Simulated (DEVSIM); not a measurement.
Device: abrupt In0.53Ga0.47As p-n junction, at 350 K.

Layer 1 from the left is In0.53Ga0.47As, thickness (μm) 0.0240, Na (cm⁻³) 1.6e15, τn (s) 4.3e-8, τp (s) 4.3e-8. Layer 2 from the left is In0.53Ga0.47As, thickness (μm) 10.0, Nd (cm⁻³) 2.1e16, τn (s) 4.3e-8, τp (s) 4.3e-8.

Left contact: ohmic. Right contact: ohmic. Voltage is applied to the left contact. Recombination: SRH at mid-gap. Mobility is μmin + (μ − μmin)/(1 + (N/Nref)^α).

The device is made up for the run: typed textbook-type constants, with dimensions and the other settings drawn at random. Values at 300 K; Nc and Nv go as T^1.5, mobilities as T to minus their exponent, the gap by Varshni's rule with the affinity fixed.

In0.53Ga0.47As: gap (eV) 0.74, affinity (eV) 4.51, permittivity 13.9, Nc (cm⁻³) 2.1e17, Nv (cm⁻³) 7.7e18, μn (cm²/Vs) 12000, μp (cm²/Vs) 300, μn,min 300, μp,min 10, Nref,n 1.3e17, Nref,p 4.9e17, αn 0.48, αp 0.4, T exponent of μn 1.6, T exponent of μp 1.6, Varshni α (eV/K) 0.00035, Varshni β (K) 190.

Model (solved in DEVSIM): 1D drift-diffusion, Boltzmann statistics, complete ionisation; no tunnelling, impact ionisation, image-force lowering or self-heating.

Question: What does the simulation give for the dark forward voltage at 100 A/cm², the potential step across the device at zero bias, the largest field in the device at zero bias?

Answer: dark forward voltage at 100 A/cm² 0.120 V; potential step across the device at zero bias 0.386 V; largest field in the device at zero bias 38000 V/cm.
